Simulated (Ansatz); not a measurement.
## AlN in the zinc blende structure (space group F-43m, No. 216)

AlN has the cubic space group F-43m (No. 216), the zinc blende structure, Pearson symbol cF8. Cell: a = b = c = 4.403 Å, α = β = γ = 90.00°. N on 4c has 4 Al at 1.907 Å (tetrahedral). Al on 4a has 4 N at 1.907 Å (tetrahedral). (Neighbours: up to the widest gap in distance over summed covalent radii, below 1.35, at either atom; cation-cation and far metal-metal contacts left out.)
(The calculation used a cell of 2 atoms; values per cell refer to that cell.)

Method: PBE in Ansatz (plane waves to 420 eV, PAW, without spin-orbit coupling). Settings: 13×13×13 k-points, 0.05 eV Fermi–Dirac smearing.

| Item | Result |
|---|---|
| Volume per atom | 10.67 Å³ |
| Density | 3.19 g/cm³ |
| Band gap | 3.31 eV, indirect, Γ → X |
| Electron mass | 0.53 mₑ along k, 0.33 mₑ across |
| Hole mass (degenerate bands, along [100]) | 0.31, 1.5, 1.5 mₑ |
| Lowest conduction-band minima above the VBM | X along ⟨100⟩ 3.31 eV; Γ 3.98 eV |
| Total energy | -462.106 eV/atom (σ→0; compares only within this code and set-up) |

Masses are band curvatures over ±0.01 Å⁻¹ around the edge. Along k means along the line from Γ to the band edge. Stability against distortions was not tested. This is not the structure that AlN has at room temperature and ambient pressure.

Ansatz is a program for electronic structure.
